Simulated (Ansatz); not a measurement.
The starting structures come from a database of crystals and need not be the phases stable at ambient conditions.

 Where the default PAW files enter, the runs use the earlier of Ansatz's two default sets.

Inside the gap of an insulator the Bloch states are evanescent, with a wavenumber k + iκ along the transport direction.

```xyz
12
Lattice="5.2268 -0.0139 0.0056 -2.5704 6.9717 0.0196 0.0000 1.9444 4.8498" Properties=species:S:1:pos:R:3 pbc="T T T"
Al     1.3282     4.4511     2.4375
Al    -1.2852     3.4858     0.0098
Tl     1.3497     8.4125     3.6435
Tl     1.3067     0.4897     1.2314
F      1.3098     2.8412     3.2050
F      1.3466     6.0610     1.6700
F     -1.2668     7.1245     4.3024
F      3.9232     1.7777     0.5725
F      0.1723     3.8226     1.1189
F      2.4840     5.0796     3.7561
F     -0.1293     4.9738     3.4720
F      2.7857     3.9284     1.4029
```

Space group of this cell: C2/c. The cell was relaxed by PBE-D3(BJ); by PBEsol its mean pressure is -3.3 GPa.

Transport runs along the normal of the first two printed cell vectors.

No gap correction and no spin-orbit coupling; mid-gap values are interpolated between computed energies.

Question: State the band gap and the smallest decay constant κ at mid-gap according to PBEsol (Ansatz, a program for electronic structure).

Answer: Gap 4.21 eV on a 6×6×6 mesh; κ = 0.420 1/Å, at (0.500, 0.000) of the in-plane reciprocal vectors. At the zone centre, at the nearest computed energy, the slowest state has κ = 0.54 1/Å.
